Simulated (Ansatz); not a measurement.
We consider cubic perovskite KZnF₃, described by PBEsol (PAW; Ansatz, a quantum-chemistry and plane-wave program).

Numerical settings: plane-wave cutoff 520 eV, 8×8×8 k mesh, perturbation theory, force constants from a 4×4×4 q mesh, scalar-relativistic PAW data made under PBE.

Problem. Predict the electronic dielectric constant ε∞ and static dielectric constant.

Solution. 
- electronic dielectric constant ε∞ = 2.43
- static dielectric constant = 9.92

Measured, for comparison: high-frequency dielectric constant 2.17, static dielectric constant 8.6 (room temperature, no zero-point or thermal correction; as tabulated in Dubrovin et al. (2021), arXiv:2110.13026). Computed (rounded) less measured: high-frequency dielectric constant +12 %, static dielectric constant +15 %.

Cost on a shared machine: about 26 core-minutes (a rough figure).
